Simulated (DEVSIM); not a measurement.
Structure: Mo/SiO2/n-Ge capacitor, at 250 K.

| layer (left to right) | material | thickness (nm) | Nd (cm⁻³) |
|---|---|---|---|
| 1 | SiO2 | 8.80 | - |
| 2 | Ge | 7900 | 5.6e15 |

Metal gate on the left, work function 4.6 eV. Fixed charge at the semiconductor interface -1e11 cm⁻² (in units of +e); no interface traps.

Constants are typed, rounded textbook-type inputs, not results; the design itself was drawn at random and stands for no fabricated device. Values at 300 K; Nc and Nv go as T^1.5, mobilities as T to minus their exponent, the gap by Varshni's rule with the affinity fixed.

```csv
parameter,SiO2,Ge
gap (eV),9,0.664
affinity (eV),0.9,4
permittivity,3.9,16
Nc (cm⁻³),-,1.04e19
Nv (cm⁻³),-,6e18
Varshni α (eV/K),-,0.000477
Varshni β (K),-,235
```

DEVSIM, 1D Poisson equation in equilibrium, Boltzmann statistics, complete ionisation; no quantum confinement or tunnelling. Metal contacts follow the ideal Schottky-Mott rule: no Fermi-level pinning, no interface dipoles.

The interface trap density was swept, all else fixed.

```tsv
interface trap density (cm^-2 eV^-1)	flat-band voltage (V)	threshold voltage (band bending 2φF) (V)	minimum of the low-frequency capacitance (μF/cm²)
0	0.48	0.02	___
1e10	0.49	0.02	0.0444
1e11	0.50	0.02	0.0554
3e11	0.52	0.02	0.0775
1e12	0.62	0.00	0.136
2e12	0.75	-0.03	0.190
```

Q: Some entries are withheld; supply them.

A: 
- 0, minimum of the low-frequency capacitance (μF/cm²): 0.0432
